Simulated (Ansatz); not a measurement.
Electronic density of states of amorphous Ga24O39La2, density 5.16 g/cm³, on a 2×2×2 Γ-centred mesh with a Gaussian width of 0.1 eV; energies count from the Fermi level, whose place inside the gap is arbitrary. Cell and mesh are small, so fine structure isn't converged. Level of theory: PBE, scalar-relativistic without spin-orbit coupling (plane waves to 420 eV, PAW; Ansatz, a first-principles code). Sampling: a 2×2×2 Γ-centred mesh; Fermi-Dirac width 0.02 eV; no spin polarisation. At PBE the levels at the filled edge of the gap are localised (band-tail or defect states), and the nearest spread-out levels lie 2.3 eV apart at the zone centre.

The cell was made by melting and quenching with the CHGNet potential and then relaxed with DFT. O atoms were pushed apart under 1.9 Å during the dynamics, to hinder bonds among them. The hot cell started wider than the set density and was brought back towards it in steps. It is the lowest in DFT energy of 2 quenches. It is a model cell: composition and starting density were chosen by hand, and all elements were melted together. No dispersion term was used. Its density started from a set value of 5.16 and ended at 5.16 g/cm³. The quench (nominally 220 K/ps over its main leg) was far faster than any real one, so the model tends to hold more defects than a real film. Values belong to this one cell and scatter from quench to quench. The volume was held where the preparation left it and the shape relaxed, at a PBE pressure of 2.5 GPa. Stress components on the final sampling reach 2.6 GPa.

(E - EF (eV), states/(eV atom)): (-12.00, 0.00); (-11.90, 0.00); (-11.80, 0.00); (-11.70, 0.00); (-11.60, 0.00); (-11.50, 0.00); (-11.40, 0.00); (-11.30, 0.00); (-11.20, 0.00); (-11.10, 0.00); (-11.00, 0.00); (-10.90, 0.00); (-10.80, 0.00); (-10.70, 0.00); (-10.60, 0.00); (-10.50, 0.00); (-10.40, 0.00); (-10.30, 0.00); (-10.20, 0.00); (-10.10, 0.00); (-10.00, 0.00); (-9.90, 0.00); (-9.80, 0.00); (-9.70, 0.00); (-9.60, 0.00); (-9.50, 0.00); (-9.40, 0.00); (-9.30, 0.00); (-9.20, 0.00); (-9.10, 0.00); (-9.00, 0.00); (-8.90, 0.00); (-8.80, 0.00); (-8.70, 0.00); (-8.60, 0.00); (-8.50, 0.00); (-8.40, 0.00); (-8.30, 0.02); (-8.20, 0.06); (-8.10, 0.08); (-8.00, 0.15); (-7.90, 0.24); (-7.80, 0.24); (-7.70, 0.21); (-7.60, 0.20); (-7.50, 0.30); (-7.40, 0.36); (-7.30, 0.31); (-7.20, 0.34); (-7.10, 0.32); (-7.00, 0.30); (-6.90, 0.35); (-6.80, 0.40); (-6.70, 0.35); (-6.60, 0.27); (-6.50, 0.24); (-6.40, 0.25); (-6.30, 0.27); (-6.20, 0.25); (-6.10, 0.25); (-6.00, 0.22); (-5.90, 0.23); (-5.80, 0.24); (-5.70, 0.26); (-5.60, 0.35); (-5.50, 0.40); (-5.40, 0.42); (-5.30, 0.44); (-5.20, 0.43); (-5.10, 0.44); (-5.00, 0.46); (-4.90, 0.49); (-4.80, 0.51); (-4.70, 0.52); (-4.60, 0.55); (-4.50, 0.59); (-4.40, 0.53); (-4.30, 0.50); (-4.20, 0.52); (-4.10, 0.55); (-4.00, 0.61); (-3.90, 0.60); (-3.80, 0.62); (-3.70, 0.65); (-3.60, 0.66); (-3.50, 0.67); (-3.40, 0.69); (-3.30, 0.72); (-3.20, 0.74); (-3.10, 0.76); (-3.00, 0.75); (-2.90, 0.77); (-2.80, 0.75); (-2.70, 0.81); (-2.60, 0.88); (-2.50, 0.87); (-2.40, 0.86); (-2.30, 0.87); (-2.20, 0.89); (-2.10, 0.91); (-2.00, 0.91); (-1.90, 0.89); (-1.80, 0.85); (-1.70, 0.84); (-1.60, 0.86); (-1.50, 0.66); (-1.40, 0.39); (-1.30, 0.33); (-1.20, 0.32); (-1.10, 0.13); (-1.00, 0.09); (-0.90, 0.16); (-0.80, 0.06); (-0.70, 0.00); (-0.60, 0.00); (-0.50, 0.00); (-0.40, 0.00); (-0.30, 0.00); (-0.20, 0.00); (-0.10, 0.00); (0.00, 0.00); (0.10, 0.00); (0.20, 0.00); (0.30, 0.00); (0.40, 0.00); (0.50, 0.00); (0.60, 0.00); (0.70, 0.00); (0.80, 0.01); (0.90, 0.02); (1.00, 0.00); (1.10, 0.00); (1.20, 0.00); (1.30, 0.00); (1.40, 0.00); (1.50, 0.00); (1.60, 0.01); (1.70, 0.03); (1.80, 0.05); (1.90, 0.06); (2.00, 0.04); (2.10, 0.04); (2.20, 0.06); (2.30, 0.04); (2.40, 0.07); (2.50, 0.09); (2.60, 0.06); (2.70, 0.06); (2.80, 0.08); (2.90, 0.07); (3.00, 0.10); (3.10, 0.32); (3.20, 0.73); (3.30, 0.85); (3.40, 0.80); (3.50, 0.70); (3.60, 0.71); (3.70, 0.60); (3.80, 0.32); (3.90, 0.24); (4.00, 0.23); (4.10, 0.27); (4.20, 0.31); (4.30, 0.33); (4.40, 0.34); (4.50, 0.35); (4.60, 0.41); (4.70, 0.36); (4.80, 0.41); (4.90, 0.44); (5.00, 0.40); (5.10, 0.38); (5.20, 0.38); (5.30, 0.37); (5.40, 0.35); (5.50, 0.37); (5.60, 0.42); (5.70, 0.41); (5.80, 0.33)

The level gap on this mesh is 1.77 eV; the broadening fills part of it in the curve.
